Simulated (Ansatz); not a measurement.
Functionals compared on NH2 on the 1x1 (100) surface of monoclinic ZrO2 (cut with top plane 2 O), one in a 1x1 cell, started at the site 'hollow O-O-O', in Ansatz (plane waves, PAW). The structure was relaxed with PBE; the other rows are single points on it, each with its references at the same level. Cutoff 420 eV (500 eV for r2SCAN). The points keep PBE's geometry, so the relaxation of a polaron and the settling of charge on one site are left out.

Host crystal: monoclinic ZrO2, with a band gap (PBE, scalar-relativistic without spin-orbit coupling).

Slab: 27 atoms, 9.4 Å thick at the start under the adsorbate (thin: gaps and levels are the slab's own); k 4x4x1, smearing 0.01 eV, dipole-corrected; 12 atoms held, the rest relaxed; no symmetry held; spin-polarised, ending with about 1.0 μB a cell; orders that need a larger cell were not tried, no spin-orbit, no U, no dispersion correction. At the end it is bonded to Zr. In PBE it is, or lies within 0.03 eV of, the lowest of the starts that converged. These notes are the PBE run's. r2SCAN: The program's check for a lower electronic state was not made. Adsorption energies are against NH3(g) − ½ H2(g). A negative adsorption energy means that the adsorbate is more stable on the surface than in its reference.

```csv
functional,adsorption energy (eV),gap of the slab on its k-mesh (eV),highest filled level below the top vacuum level (eV),magnetic moment of the cell (μB),rough cost of the single point
PBE,1.38,0.37,5.72,1.00,–
RPBE,1.53,0.41,5.57,1.00,very roughly 7 core-minutes
r2SCAN,1.09,1.03,5.77,1.00,very roughly 10 core-minutes
```

Ansatz is an electronic-structure program.
